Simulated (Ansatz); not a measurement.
## PtC (model structure, P-6m2, No. 187, 2 atoms in the cell)

All values below come from r²SCAN (plane waves, PAW; Ansatz, a program for electronic structure).

Numerical settings: plane-wave cutoff 560 eV, 24×24×20 k mesh (along the axes of the cell as run), Fermi–Dirac smearing 0.05 eV, scalar-relativistic PAW data made under PBE.

Cell (relaxed at this level):

Space group P-6m2 (No. 187); a = 3.0045 Å, b = 3.0045 Å, c = 2.8650 Å, α = 90.00°, β = 90.00°, γ = 120.00°

| atom | site | symmetry | x | y | z |
|---|---|---|---|---|---|
| Pt | 1a | -6m2 | 0.0000 | 0.0000 | 0.0000 |
| C | 1d | -6m2 | 0.3333 | 0.6667 | 0.5000 |

```yaml
band_gap: zero (no gap)
bulk_modulus: 261 GPa
```

Note: the bulk modulus is −V dP/dV from two relaxed cells at ±2 % in volume; the relaxation could raise the start's symmetry but not lower it, so the cell can be a saddle point.

Spin–orbit coupling is not included; it can open a gap where bands touch, and shift volumes and moduli.

Static lattice: no zero-point or thermal effects.

A model structure was made by putting elements into a prototype or built by hand; it is no filed structure, need not be a known phase, and can be a saddle point held by its symmetry.
